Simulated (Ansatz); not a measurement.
Consider TlBr in the CsCl type structure (space group Pm-3m, No. 221).

```xyz
2
Lattice="4.0532 0.0000 0.0000 0.0000 4.0532 0.0000 0.0000 0.0000 4.0532" Properties=species:S:1:pos:R:3 pbc="T T T"
Tl     0.0000     0.0000     0.0000
Br     2.0266     2.0266     2.0266
```

The values are results of Ansatz (an electronic-structure program), PBE, PAW, cutoff 420 eV, no spin-orbit coupling, not measurements.

Before the change:

- Width of the top valence band: 1.68 eV

Modification: an isotropic linear strain of −1.00 %, atoms relaxed at fixed cell.

Task: What happens to the energy relative to the base and width of the top valence band?

Result: The energy grows by 1.9 meV/atom; the width of the top valence band rises by 0.15 eV (1.68 eV → 1.83 eV).

With Tl present, leaving out spin-orbit coupling can change the band edges. The levels and masses belong to the bands next to the band gap. Stability against distortions was not tested.
